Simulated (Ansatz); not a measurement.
System: single layer of GeS (symmetry Pmn2_1 as a slab, 4 atoms a cell), relaxed.

Given:

```
GeS
1.0
    3.61851     0.00000     0.00000
    0.00000     4.58588     0.00000
    0.00000     0.00000    22.64000
Ge S
2 2
Direct
  0.00000   0.99733   0.55692
  0.50000   0.49731   0.44307
  0.00000   0.85477   0.45355
  0.50000   0.35479   0.54645
```

An s-wave tip is assumed.

Mesh 14×12×1, no spin-orbit coupling, no spin polarisation; biases count from the run's Fermi level.

**Question.** Give the constant-current image of the upper face at a sample bias of +1.3 V from a Fermi level inside the gap (empty states up to 0.4 eV over the conduction edge) over one cell, by PBE, Tersoff-Hamann images in Ansatz (a quantum-chemistry and plane-wave program). The set point is the mean density 3.5 Å over the top atom.

**Answer.** Corrugation 0.32 Å, highest over Ge1 and the sites alike, lowest off the atoms, 1.4 Å sideways from S3. Tip height over the top atom in Å, x and y in fractions of the first two vectors:

```
y \ x   0.000  0.111  0.167  0.278  0.333  0.444  0.500  0.611  0.667  0.778  0.833  0.944
------  -----  -----  -----  -----  -----  -----  -----  -----  -----  -----  -----  -----
0.944    3.60   3.60   3.59   3.59   3.58   3.58   3.57   3.58   3.58   3.59   3.59   3.60
0.889    3.56   3.56   3.56   3.55   3.55   3.54   3.54   3.54   3.55   3.56   3.56   3.56
0.778    3.46   3.46   3.46   3.46   3.46   3.46   3.46   3.46   3.46   3.46   3.46   3.46
0.722    3.40   3.40   3.41   3.41   3.41   3.41   3.41   3.41   3.41   3.41   3.41   3.40
0.667    3.36   3.36   3.36   3.36   3.37   3.37   3.37   3.37   3.37   3.36   3.36   3.36
0.556    3.32   3.32   3.32   3.33   3.33   3.33   3.33   3.33   3.33   3.33   3.32   3.32
0.500    3.34   3.34   3.34   3.35   3.35   3.35   3.35   3.35   3.35   3.34   3.34   3.34
0.444    3.38   3.38   3.38   3.38   3.38   3.38   3.38   3.38   3.38   3.38   3.38   3.38
0.389    3.44   3.43   3.43   3.43   3.43   3.42   3.42   3.43   3.43   3.43   3.43   3.44
0.278    3.54   3.54   3.54   3.53   3.52   3.52   3.52   3.52   3.52   3.53   3.54   3.54
0.222    3.58   3.58   3.58   3.57   3.56   3.56   3.55   3.56   3.56   3.57   3.58   3.58
0.167    3.62   3.61   3.61   3.60   3.59   3.58   3.58   3.59   3.59   3.60   3.61   3.61
0.0556   3.63   3.63   3.63   3.62   3.61   3.60   3.60   3.61   3.61   3.62   3.63   3.63
0.000    3.62   3.62   3.62   3.61   3.60   3.60   3.59   3.60   3.60   3.61   3.62   3.62
```
